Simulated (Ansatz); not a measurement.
The reference is BP in the zinc blende structure (space group F-43m, No. 216).

```yaml
crystal:
  lattice:
    - [0.00000, 2.26010, 2.26010]
    - [2.26010, 0.00000, 2.26010]
    - [2.26010, 2.26010, 0.00000]
  atoms:
    - { symbol: B, position: [0.00000, 0.00000, 0.00000] }
    - { symbol: P, position: [0.25000, 0.25000, 0.25000] }
```

Cartesian axes are those of the cell as printed.

All numbers come from PBEsol (Ansatz, a first-principles code, PAW, no SOC).

For the base:

The valence-band top at Γ is 0.00, 0.00, 0.00 eV and the band gap comes out as 1.11 eV.

The change: tensile biaxial strain of 1.00 % in the plane normal to [001], as in epitaxy on a mismatched substrate; the out-of-plane cell vector and the atoms relax.

**Question.** What does the calculation give for the valence-band top at Γ, hole mass, ratio −ε⊥/ε∥ and band gap after the change?

**Answer.** The valence-band top at Γ (three highest levels, from the VBM) changes from 0.00, 0.00, 0.00 eV to 0.00, -0.14, -0.14 eV; the hole mass amounts to 0.34 mₑ out of plane, 0.24 mₑ in plane (at Γ); the ratio −ε⊥/ε∥ comes out as 0.47; the band gap falls by 0.18 eV, from 1.11 eV to 0.93 eV.

Masses are band curvatures over ±0.01 Å⁻¹ around the edge. Stability against distortions was not tested.
